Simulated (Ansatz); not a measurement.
**Effective masses and thermopower of ZnSe (F-43m)**

```yaml
crystal:
  lattice:
    - [0.00000, 2.81662, 2.81662]
    - [2.81662, 0.00000, 2.81662]
    - [2.81662, 2.81662, 0.00000]
  atoms:
    - { symbol: Zn, position: [0.00000, 0.00000, 0.00000] }
    - { symbol: Se, position: [0.75000, 0.75000, 0.75000] }
```

Level of theory: PBEsol with spin-orbit coupling, rigid bands (plane waves, PAW; Ansatz, a program for electronic structure). Condition of this run: spin-orbit coupling switched on. Cell: cell and atoms relaxed with PBEsol.

```json
{
  "band_gap": "1.11 eV",
  "electron conductivity mass (300 K, dilute)": "0.100 mₑ",
  "hole conductivity mass (300 K, dilute)": "0.66 mₑ",
  "effective density of states N_c (300 K)": "7.3e17 cm⁻³",
  "effective density of states N_v (300 K)": "2.5e19 cm⁻³",
  "density_of_states_mass_electrons": "0.095 mₑ",
  "density_of_states_mass_holes": "1.01 mₑ",
  "Seebeck coefficient, n-type 1e19 cm⁻³, 300 K": "-64 μV/K",
  "Seebeck coefficient, p-type 1e19 cm⁻³, 300 K": "297 μV/K"
}
```

Rigid bands; masses and Seebeck coefficients take one relaxation time τ for all states and one kind of carrier; polarons and phonon drag are left out.
